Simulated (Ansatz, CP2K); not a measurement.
A CP2K input for a self-consistent single point of Na (Im-3m, 1 atom in the cell) (DFT PBEsol, GPW, DZVP-MOLOPT-SR-GTH basis, GTH-PBE potentials (GTH_POTENTIALS)):

```
&GLOBAL
  PROJECT scf
  RUN_TYPE ENERGY_FORCE
  PRINT_LEVEL LOW
&END GLOBAL
&FORCE_EVAL
  METHOD Quickstep
  STRESS_TENSOR ANALYTICAL
  &DFT
    BASIS_SET_FILE_NAME BASIS_MOLOPT
    POTENTIAL_FILE_NAME GTH_POTENTIALS
    &QS
      METHOD GPW
      EPS_DEFAULT 1E-10
    &END QS
    &MGRID
      CUTOFF 950
      REL_CUTOFF 50
      NGRIDS 5
    &END MGRID
    &SCF
      SCF_GUESS ATOMIC
      EPS_SCF 1E-7
      MAX_SCF 100
      ADDED_MOS 4
      &DIAGONALIZATION
        ALGORITHM STANDARD
      &END DIAGONALIZATION
      &MIXING
        METHOD BROYDEN_MIXING
        ALPHA 0.3
        NBUFFER 10
        BETA 1
      &END MIXING
      &SMEAR ON
        METHOD FERMI_DIRAC
        ELECTRONIC_TEMPERATURE [K] 1160.45
      &END SMEAR
    &END SCF
    &KPOINTS
      SCHEME MONKHORST-PACK 8 8 8
      GAMMA_CENTERED T
    &END KPOINTS
    &XC
      &XC_FUNCTIONAL
        &PBE
          PARAMETRIZATION PBESOL
        &END PBE
      &END XC_FUNCTIONAL
    &END XC
    &PRINT
      &MO
        EIGENVALUES T
        OCCUPATION_NUMBERS T
        NDIGITS 8
        FILENAME mo
        &EACH
          QS_SCF 0
        &END EACH
        ADD_LAST NUMERIC
      &END MO
      &MULLIKEN OFF
      &END MULLIKEN
    &END PRINT
  &END DFT
  &SUBSYS
    &CELL
      ABC 3.60783600 3.60783562 3.60783610
      ALPHA_BETA_GAMMA 109.47121581 109.47122006 109.47122276
      PERIODIC XYZ
    &END CELL
    &COORD
      Na       0.00000000     0.00000000     0.00000000
    &END COORD
    &KIND Na
      BASIS_SET DZVP-MOLOPT-SR-GTH-q9
      POTENTIAL GTH-PBE-q9
    &END KIND
  &END SUBSYS
  &PRINT
    &FORCES ON
    &END FORCES
    &STRESS_TENSOR ON
    &END STRESS_TENSOR
  &END PRINT
&END FORCE_EVAL
```

Write the same calculation as an input for Ansatz (a program for electronic structure).

This is the input that was run; spellings and numerical settings could be chosen otherwise.

Ansatz 0.2 input:
```yaml
# Na
crystal:
  lattice:
    - [-2.082985, 2.082985, 2.082985]
    - [2.082985, -2.082985, 2.082985]
    - [2.082985, 2.082985, -2.082985]
  atoms:
    - { symbol: Na, position: [0.000000, 0.000000, 0.000000] }
kpoints:
  mp_grid: { grid: [8, 8, 8] }
hamiltonian:
  xc: pbesol
  pseudopotentials: { kind: paw }
scf:
  occupations: { method: fermi_dirac, width: 0.1 eV }
output:
  forces: true
  eigenvalues: true
  stress: true
```

Basis settings and potentials, where a program has them, do not carry over. This input uses DFT, PBEsol, plane waves, default PAW files made with PBE. Both were run: pressure 0.43 GPa in CP2K and 0.07 in Ansatz. Ansatz's pressure is the one without its finite-basis correction.

On CP2K: the starting cell comes from a database of computed structures (which also holds hypothetical and non-ambient phases and stackings), without a prior relaxation at this level. Its lattice was rescaled by a random factor within 2.5 % of one. Values carry the incompleteness of an atom-centred basis. The potentials were made for another functional than the one used.

On Ansatz: the starting cell comes from a database of computed structures (which also holds hypothetical and non-ambient phases and stackings), without a prior relaxation at this level. Its lattice was rescaled by a random factor within 2.5 % of one.
